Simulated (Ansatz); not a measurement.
Start from TiSi2 (space group Cmcm, No. 63; a = 3.515 Å, b = 13.348 Å, c = 3.557 Å).

Modification: cell and atoms relaxed at a pressure of 15 GPa.

Levels (all Ansatz, a quantum-chemistry and plane-wave program, PAW): PBEsol (420 eV, spin-orbit coupling left out); r2SCAN (500 eV, without spin-orbit coupling).

The geometry is relaxed with PBEsol.

| Item | Result |
|---|---|
| PBEsol pressure | 15.0 GPa |

With r2SCAN at the same geometry, the pressure goes up by 2.5 GPa (15.0 GPa → 17.5 GPa).

Single points use the geometry relaxed with PBEsol. Their cutoffs differ, which shifts pressures a little. Load acts through the strain it causes; cell and atoms are relaxed under it. Whether these cells are dynamically stable was not tested. No other phases were tried under pressure. All final runs are without spin polarisation.
